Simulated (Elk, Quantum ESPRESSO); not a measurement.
# Equation of state of zinc-blende GaN (space group 216): energy against volume (Elk, PBE)

```
GaN
1.0
    0.00000     2.21982     2.21982
    2.21982     0.00000     2.21982
    2.21982     2.21982     0.00000
Ga N
1 1
Direct
  0.00000   0.00000   0.00000
  0.75000   0.75000   0.75000
```

Method of the run: PBE, all-electron FP-LAPW, Elk's shipped species files, default APW+lo basis in Elk 10.2.4. Settings: xctype = 20; rgkmax = 7.98; swidth = 0.000367493 Ha; ngridk = 12 12 12; rmtscf = 0.81; maxscl = 100; sphere radii = {Ga: 1.944, N: 1.458} bohr. The cell above is the first row's. The rows scale it uniformly. In all rows fractional positions and the k mesh are held. E is the free energy at the stated smearing, counted from the lowest row.

```csv
V (Å^3/atom),E (meV/atom)
10.938,?
11.176,19.81
11.414,7.27
11.652,0.82
11.889,0.00
12.127,3.95
12.365,12.29
12.603,24.69
12.841,40.59
```

### Question
Using the third-order Birch-Murnaghan form, a cubic in V^(-2/3), estimate the missing E at V = 10.938 from the other rows, showing the fit.

### Answer
With u = V^(-2/3) - 0.191, the rows have u = 0.009052, 0.006261, 0.003566, 0.000971, -0.001549, -0.003988, -0.006349, -0.008638. Least squares gives E = 0.915 - 1364.95·u + 377388·u² + 433727·u³. Residuals (row less fit): 0.006, 0.001, -0.046, 0.054, 0.017, -0.043, 0.007, 0.005; standard error 0.043 (degrees of freedom: 4). Its minimum lies at u = 0.001803, so V0 = (0.192803)^(-3/2) = 11.81. There d²E/du² = 759500 and d³E/du³ = 2602000, so B0 = (4/9) × 11.81^(-7/3) × 759500 × 0.160218 = 170 GPa (the last factor turns the table's units into GPa), and B0' = 4 + (2/3) × 0.192803 × (2602000)/759500 = 4.4. At the withheld row, u = 0.011943, so E = 0.915 - 1364.95 × 0.011943 + 377388 × 0.011943² + 433727 × 0.011943³ = 39.181 meV/atom. The calculation gives 39.40 meV/atom, 0.219 meV/atom above the prediction (0.5 % of the range of E in the table). The row lies outside the fitted rows, so this is an extrapolation. From the scatter of the fitted rows alone, a prediction at this place has a standard error of 0.127 meV/atom, so the miss is 1.7 times that.

Carrying the step between the two nearest rows on in a straight line would have given 32.35, off by 7.05; series whose last step already gives the withheld value aren't shown. The scan was laid around a cell of about the measured size, scaled by a guess for this functional. This is a metastable polymorph. The runs keep the symmetry of the cell, so they don't test it for distortions. A plane-wave scan with the same functional (Quantum ESPRESSO, GBRV) gives V0 = 11.79 Å^3/atom and B0 = 171 GPa; a Birch-Murnaghan fit to all rows here lies 0.2 % from it in V0 and 0 % in B0; the two differ in basis, and may differ in potentials and mesh. Values depend on the basis (sphere radii, cutoffs, local orbitals), which need not be converged. Sphere radii are the same in all rows. Cutoffs and mesh are single choices, not tested for convergence of this quantity. Series with a scatter that would blur these digits, or in which a gap closes, are not shown. Nor are scans whose minimum lies at an end fitted in this form.
